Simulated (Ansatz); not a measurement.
Base system: Hf in the hcp (Mg type) structure (space group P6_3/mmc, No. 194; a = 3.1591 Å, c = 4.9999 Å).

The values are results of PBEsol/PAW in Ansatz (a program for electronic structure), no spin-orbit coupling, not measurements.

One change was made to it. Results:

```csv
quantity,base,after
shortest interatomic distance,3.095 Å,2.972 Å
c/a ratio,1.583,1.595
```

Problem. Which of these changes matches the shifts?
(A) pressure 45 GPa
(B) pressure 18 GPa
(C) pressure −1 GPa
(D) pressure 1.8 GPa

Solution. B, pressure 18 GPa. For comparison, the shortest interatomic distance in the other runs: pressure −1 GPa gives 3.104 Å; pressure 1.8 GPa gives 3.079 Å; pressure 45 GPa gives 2.861 Å.

Load acts through the strain it causes; cell and atoms are relaxed under it. No phonon test of stability was made. Competing high-pressure phases were not computed. All final runs are without spin polarisation.
